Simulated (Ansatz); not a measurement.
Consider this model of amorphous Al$_{30}$O$_{33}$N$_{8}$.

```
CELL_PARAMETERS angstrom
      9.29103     0.00000     0.00000
      0.00000     9.29103     0.00000
      0.00000     0.00000     9.29103
ATOMIC_POSITIONS crystal
  Al 0.70247 0.80204 0.93042
  Al 0.18999 0.20025 0.36034
  Al 0.01810 0.48108 0.58109
  Al 0.97889 0.25553 0.85419
  Al 0.85970 0.27296 0.42541
  Al 0.98950 0.91967 0.33713
  Al 0.36514 0.97253 0.41532
  Al 0.55016 0.97743 0.69115
  Al 0.78633 0.05341 0.18426
  Al 0.14719 0.05207 0.08936
  Al 0.74763 0.44245 0.03515
  Al 0.02991 0.09224 0.63204
  Al 0.18418 0.70774 0.58616
  Al 0.01979 0.77494 0.03794
  Al 0.53611 0.56043 0.23149
  Al 0.34217 0.12592 0.82991
  Al 0.27158 0.80610 0.22475
  Al 0.53237 0.53775 0.89405
  Al 0.17849 0.52083 0.85528
  Al 0.69351 0.26403 0.73531
  Al 0.86387 0.60057 0.30795
  Al 0.06183 0.40473 0.12772
  Al 0.66304 0.81950 0.41415
  Al 0.31257 0.49091 0.36667
  Al 0.66760 0.48785 0.54152
  Al 0.50246 0.03874 0.12300
  Al 0.32664 0.80464 0.88593
  Al 0.86419 0.79355 0.67932
  Al 0.54402 0.25038 0.40452
  Al 0.37224 0.33295 0.07216
  O  0.36704 0.16609 0.44505
  O  0.89188 0.19411 0.25985
  O  0.06727 0.24035 0.02277
  O  0.79477 0.31105 0.90908
  O  0.00352 0.66781 0.63208
  O  0.72635 0.70023 0.55093
  O  0.15840 0.13466 0.76798
  O  0.27001 0.80877 0.45578
  O  0.00299 0.73142 0.26150
  O  0.60891 0.45607 0.72860
  O  0.37357 0.94363 0.76436
  O  0.68229 0.67762 0.27381
  O  0.33975 0.43030 0.90150
  O  0.90721 0.79811 0.88209
  O  0.49488 0.72819 0.92228
  O  0.79414 0.93489 0.34152
  O  0.66558 0.95882 0.05087
  O  0.24853 0.67694 0.76525
  O  0.72267 0.60932 0.94933
  O  0.69855 0.88446 0.75337
  O  0.53462 0.93291 0.50681
  O  0.98464 0.92510 0.55350
  O  0.05157 0.23306 0.49670
  O  0.53088 0.15616 0.76651
  O  0.19558 0.52567 0.51051
  O  0.60030 0.15359 0.24149
  O  0.95855 0.96441 0.11512
  O  0.35259 0.63160 0.23757
  O  0.05158 0.41238 0.75907
  O  0.88271 0.46883 0.16739
  O  0.09044 0.56790 0.01687
  O  0.43932 0.90559 0.24619
  O  0.87908 0.15329 0.72710
  N  0.69293 0.25825 0.53235
  N  0.55028 0.43442 0.07867
  N  0.86630 0.47050 0.45803
  N  0.17100 0.01211 0.29643
  N  0.20661 0.85292 0.03665
  N  0.22741 0.35841 0.23794
  N  0.35023 0.13420 0.03083
  N  0.50828 0.45376 0.40227
```

Methods: PBE, scalar-relativistic without spin-orbit coupling (Ansatz, a quantum-chemistry and plane-wave program); r2SCAN, scalar-relativistic without spin-orbit coupling (Ansatz). Neutral PBE cell, which sets geometry, pressure and energy: sampling: a 2×2×2 Γ-centred mesh; Fermi-Dirac width 0.02 eV; no spin polarisation.

A CHGNet melt-quench gave the starting glass, which DFT then relaxed. O and N atoms were pushed apart under 1.9 Å during the dynamics, to hinder bonds among them. The hot cell started wider than the set density and was brought back towards it in steps. It is the lowest in DFT energy of 2 quenches. It is a model cell: composition and starting density were chosen by hand, and all elements were melted together. No dispersion term was used. A short ab initio anneal came between quench and relaxation. Its density started from a set value of 3.00 and ended at 3.00 g/cm³. The quench (nominally 290 K/ps over its main leg) was far faster than any real one, so the model tends to hold more defects than a real film. A cell of this size samples the disorder only roughly. The volume was held where the preparation left it.

Give the pressure and the spacing of the highest filled and lowest empty levels.


| Quantity | Value |
|---|---|
| Pressure on a 2×2×2 Γ-centred mesh | -0.77 GPa |
| Largest force and stress component on that mesh (the relaxation ran on the zone centre alone) | 0.06 eV/Å and 2.9 GPa |
| Level gap on a 2×2×2 Γ-centred mesh (PBE) | 2.54 eV |
| Level gap at the zone centre (PBE) | 2.55 eV |
| Level gap at the zone centre (r2SCAN) | 3.05 eV |
| Distance between the nearest levels spread over more than a fifth of the atoms or a third of the atoms of their main element (six at least) (PBE, zone centre) | 3.15 eV |

At PBE and the zone centre, how localised are the states just below and above the Fermi level (participation number: the atoms over which a state spreads)?

The highest filled state is spread over 3.3 atoms' worth, largest on N64, with weights by element (charge in smoothed Voronoi cells) N 0.72, O 0.15, Al 0.14. The lowest empty state is spread over 66.2 atoms' worth, largest on O39, with weights by element (charge in smoothed Voronoi cells) O 0.46, Al 0.43, N 0.11.

At PBE the levels at the filled edge of the gap are localised (band-tail or defect states), and the nearest spread-out levels lie 3.2 eV apart at the zone centre.

Bonds are counted up to Al-Al 2.66 Å, Al-O 2.28 Å, Al-N 2.40 Å, O-O 1.58 Å, O-N 1.64 Å, N-N 1.70 Å. Two cations that share two anions don't count as bonded, nor two that share one unless they lie closer than Al-Al 2.59 Å.
